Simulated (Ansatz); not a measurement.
HfO2, point defects

The reference is a 9-atom supercell of HfO2 in the fluorite structure (space group Fm-3m, No. 225; a = 5.045 Å) at its relaxed geometry.

One neutral defect a cell, atoms relaxed at fixed cell.

Calculations: PBEsol (Ansatz, a quantum-chemistry and plane-wave program, PAW, no spin-orbit coupling), earlier PAW set.

```csv
variant,largest displacement of a host atom from its site in the perfect cell,pressure
perfect supercell,–,0.0 GPa
O on a Hf site (antisite),0.11 Å,?
"Yb on a Hf site, symmetric start",0.11 Å,9.0 GPa
Li interstitial (started 1.95 Å from the nearest host atom),0.31 Å,13.1 GPa
"Li interstitial (started 2.18 Å from the nearest host atom), symmetric start",0.20 Å,12.9 GPa
```

**Question.** Some entries are withheld; estimate them.

**Answer.** 
- O on a Hf site (antisite), pressure: 4.5 GPa

Other magnetic orders, which the real material may have, were not ruled out. The state of the 4f shell was not checked for lower solutions. In so small a cell the defect repeats every few ångströms: this is an ordered compound, not a dilute defect. The mesh was chosen for an insulator and is coarse for the gapless case. Defects with a symmetric start kept the site's symmetry and may sit on a saddle; the others started slightly shaken. Seeded moments were not kept for Li interstitial (started 1.95 Å from the nearest host atom) and Li interstitial (started 2.18 Å from the nearest host atom). No Hubbard U is applied, and correlation can decide whether such a compound is a metal. This is not the structure that HfO2 has at room temperature and ambient pressure.
